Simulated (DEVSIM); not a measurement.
Device: abrupt Si p-n junction, at 300 K.

```csv
layer (left to right),material,thickness (μm),Nd (cm⁻³),Na (cm⁻³),τn (s),τp (s)
1,Si,0.220,-,2.1e16,6.1e-7,6.1e-7
2,Si,250,4.7e14,-,6.1e-7,6.1e-7
```

Left contact: ohmic. Right contact: ohmic. Voltage is applied to the left contact. Recombination: SRH at mid-gap, radiative, Auger. Mobility is constant in doping.

The device is made up for the run: typed textbook-type constants, with dimensions and the other settings drawn at random. Values at 300 K.

| parameter | Si |
|---|---|
| gap (eV) | 1.124 |
| affinity (eV) | 4.05 |
| permittivity | 11.7 |
| Nc (cm⁻³) | 2.86e19 |
| Nv (cm⁻³) | 3.1e19 |
| μn (cm²/Vs) | 1417 |
| μp (cm²/Vs) | 470 |
| B (cm³/s) | 4.7e-15 |
| Cn (cm⁶/s) | 2.8e-31 |
| Cp (cm⁶/s) | 9.9e-32 |

Model (solved in DEVSIM): 1D drift-diffusion, Boltzmann statistics, complete ionisation; no tunnelling, impact ionisation, image-force lowering or self-heating.

The doping Na of layer 1 was swept, all else fixed.

| doping Na of layer 1 (cm^-3) | potential step across the device at zero bias (V) | largest field in the device at zero bias (V/cm) | dark forward voltage at 1 A/cm² (V) |
|---|---|---|---|
| 6.3e14 | 0.560 | 7500 | 0.652 |
| 2.1e15 | 0.591 | 8100 | 0.690 |
| 6.3e15 | 0.619 | 9000 | 0.720 |
| 2.1e16 | 0.651 | 11000 | 0.743 |
| 6.3e16 | 0.679 | 16000 | 0.756 |
| 2.1e17 | 0.710 | 26000 | 0.764 |
| 6.3e17 | 0.738 | 44000 | 0.768 |

From the first row to the last the potential step across the device at zero bias goes from 0.560 to 0.738. From the first row to the last the largest field in the device at zero bias goes from 7500 to 44000.
